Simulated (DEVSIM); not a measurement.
## Schottky contact on n-type InP

System: Schottky contact on n-type InP, at 350 K.

```csv
layer (left to right),material,thickness (μm),Nd (cm⁻³),τn (s),τp (s)
1,InP,0.510,6e16,7.9e-8,7.9e-8
```

Left contact: Schottky, work function 5.1 eV, emission velocity 2e6 cm/s. Right contact: ohmic. Voltage is applied to the left contact. Recombination: SRH at mid-gap, Auger. Mobility is constant in doping.

This is a model device: material constants are rounded textbook-type values typed into the input, and sizes, dopings and lifetimes were drawn at random. Values at 300 K; Nc and Nv go as T^1.5, mobilities as T to minus their exponent, the gap by Varshni's rule with the affinity fixed.

| parameter | InP |
|---|---|
| gap (eV) | 1.344 |
| affinity (eV) | 4.38 |
| permittivity | 12.5 |
| Nc (cm⁻³) | 5.7e17 |
| Nv (cm⁻³) | 1.1e19 |
| μn (cm²/Vs) | 5200 |
| μp (cm²/Vs) | 170 |
| T exponent of μn | 2 |
| T exponent of μp | 2 |
| Cn (cm⁶/s) | 9e-31 |
| Cp (cm⁶/s) | 9e-31 |
| Varshni α (eV/K) | 0.000363 |
| Varshni β (K) | 162 |

DEVSIM, 1D drift-diffusion, Boltzmann statistics, complete ionisation; no tunnelling, impact ionisation, image-force lowering or self-heating. Metal contacts follow the ideal Schottky-Mott rule: no Fermi-level pinning, no interface dipoles.

```json
{
  "potential_step_across_the_device_at_zero_bias": "0.645 V",
  "largest_field_in_the_device_at_zero_bias": "100000 V/cm",
  "Dark forward voltage at 1 A/cm²": "0.348 V",
  "Dark forward voltage at 100 A/cm²": "0.487 V"
}
```

Dark forward current:

```tsv
V (V)	J (A/cm²)
0.05	4.2e-5
0.10	0.00026
0.15	0.0014
0.20	0.0074
0.25	0.039
0.30	0.20
0.35	1.1
0.40	5.6
0.45	29
0.50	150
0.55	780
0.60	3600
```

Small-signal capacitance in reverse bias (quasi-static):

```json
[
 {"V (V)": "-0.1", "C (nF/cm²)": "86.2"},
 {"V (V)": "-0.25", "C (nF/cm²)": "78.4"},
 {"V (V)": "-0.5", "C (nF/cm²)": "69.1"},
 {"V (V)": "-0.75", "C (nF/cm²)": "62.4"},
 {"V (V)": "-1", "C (nF/cm²)": "57.4"},
 {"V (V)": "-1.5", "C (nF/cm²)": "50.1"},
 {"V (V)": "-2", "C (nF/cm²)": "45.1"},
 {"V (V)": "-2.5", "C (nF/cm²)": "41.3"},
 {"V (V)": "-3.25", "C (nF/cm²)": "37.1"},
 {"V (V)": "-4", "C (nF/cm²)": "33.9"},
 {"V (V)": "-5", "C (nF/cm²)": "30.8"}
]
```
